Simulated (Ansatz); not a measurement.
Base system: Au in the fcc (Cu type) structure (space group Fm-3m, No. 225; a = 4.0829 Å; relaxed with 0.1 eV smearing). Axes: x, y, z lie along the cube axes.

Computed with PBEsol/PAW in Ansatz (a program for electronic structure), without spin-orbit coupling, earlier PAW set.

Base values:

| Item | Value |
|---|---|
| Shortest interatomic distance | 2.887 Å |

Perturbation: uniaxial strain ε_zz = +4.96 %, all other strain components held at zero, atoms relaxed at fixed cell.

Task: Predict the new stress, energy relative to the base and shortest interatomic distance.

Result: The stress (xx, yy, zz, yz, xz, xy; compression positive) comes out as (-6.8, -6.8, -8.2, 0.0, 0.0, 0.0) GPa; the energy goes up by 23 meV/atom; the shortest interatomic distance is still 2.887 Å.

Stability against distortions was not tested.
